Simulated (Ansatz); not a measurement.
Pressure series in TiO2

The parent structure is TiO₂ in the anatase structure (space group I4_1/amd, No. 141).

```
TiO2
1.0
   -1.88485     1.88485     4.77607
    1.88485    -1.88485     4.77607
    1.88485     1.88485    -4.77607
Ti O
2 4
Direct
  0.75000   0.25000   0.50000
  0.00000   0.00000   0.00000
  0.95752   0.45752   0.50000
  0.79248   0.79248   0.00000
  0.54248   0.04248   0.50000
  0.20752   0.20752   0.00000
```

Cell and atoms are relaxed at each pressure.

Levels (all Ansatz, a first-principles code, PAW): PBEsol (420 eV, no spin-orbit coupling); HSE06 (420 eV, no spin-orbit coupling).

Band gaps by level, all at the geometries relaxed with PBEsol:

```tsv
case	PBEsol	HSE06
base	2.11 eV	3.65 eV
pressure −2 GPa	2.12 eV	3.66 eV
pressure −1 GPa	2.11 eV	3.66 eV
pressure 0.3 GPa	2.11 eV	3.65 eV
pressure 1.5 GPa	2.10 eV	3.64 eV
pressure 5 GPa	2.06 eV	3.61 eV
pressure 7.5 GPa	2.04 eV	3.59 eV
pressure 10 GPa	2.00 eV	3.56 eV
```

Single points use the geometry relaxed with PBEsol. HSE06 was sampled on its mesh, a few special points and the semilocal edge points, so its gap is an upper bound. Load acts through the strain it causes; cell and atoms are relaxed under it. Stability against distortions was not tested. Competing high-pressure phases were not computed. The base started in C2/c and relaxed to I4_1/amd at this level. All final runs are without spin polarisation.
